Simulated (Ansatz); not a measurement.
**TiAl: tensor shear ε_xz = +1.71 %**

Consider TiAl (space group P4/mmm, No. 123; a = 2.8127 Å, c = 4.0616 Å; relaxed with 0.1 eV smearing). Axes: x, y, z lie along a, b, c of the conventional cell.

One thing is altered: a pure shear with ε_xz = ε_zx = 0.0171, atoms relaxed at fixed cell.

Calculations: Ansatz (an electronic-structure program) r2SCAN, spin-orbit coupling left out. k-mesh 20×20×14 (Γ-centred); smearing 0.1 eV (Fermi–Dirac).

```json
[
 {"quantity": "volume per atom", "base": "16.07 Å³", "changed": "16.06 Å³", "shift": "-0.005 Å³"},
 {"quantity": "shortest interatomic distance", "base": "2.813 Å", "changed": "2.808 Å", "shift": "-0.0045 Å"},
 {"quantity": "energy relative to the base (free energy F)", "base": "0 meV/atom", "changed": "+7.3 meV/atom", "shift": "+7.3 meV/atom"},
 {"quantity": "pressure (mean of the normal stresses, compression positive)", "base": "0.0 GPa", "changed": "0.2 GPa", "shift": "+0.2 GPa"},
 {"quantity": "band gap", "base": "zero", "changed": "zero", "shift": "–"},
 {"quantity": "stress (xx, yy, zz, yz, xz, xy; compression positive)", "base": "–", "changed": "(0.1, 0.2, 0.2, 0.0, -4.2, 0.0) GPa", "shift": "–"}
]
```

Final structure:

```
CELL_PARAMETERS angstrom
      2.81271     0.00000     0.04810
      0.00000     2.81271     0.00000
      0.06945     0.00000     4.06160
ATOMIC_POSITIONS crystal
  Ti 0.00000 0.00000 0.00000
  Al 0.50000 0.50000 0.50000
```

The cells carry an imposed strain or load. Whether these cells are dynamically stable was not tested. All final runs are without spin polarisation.
